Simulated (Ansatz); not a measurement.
```xyz
6
Lattice="5.2324 0.0000 0.0000 2.6162 4.5314 0.0000 0.0000 0.0000 4.1665" Properties=species:S:1:pos:R:3 pbc="T T T"
Co     3.9243     2.2657     0.0000
Co     2.6162     0.0000     0.0000
Co     1.3081     2.2657     0.0000
Sn     0.0000     0.0000     0.0000
Sn     2.6162     1.5105     2.0832
Sn     5.2324     3.0209     2.0832
```

No spin polarisation.

All numbers come from plane-wave PAW DFT at the PBEsol level (Ansatz, a first-principles code, 420 eV), no SOC. k-mesh 10×10×11 (Γ-centred); smearing 0.05 eV (Fermi–Dirac).

Predict the band gap and pressure.

The band gap comes out as zero and the pressure (mean of the normal stresses, compression positive) comes out as -0.6 GPa.

The cells carry an imposed strain or load. Stability against distortions was not tested. The final runs are not spin-polarised. The cell was made from CoSn (space group P6/mmm, No. 191; non-magnetic) by this change: biaxial strain +0.28 %, plane normal [001], relaxed out of plane.
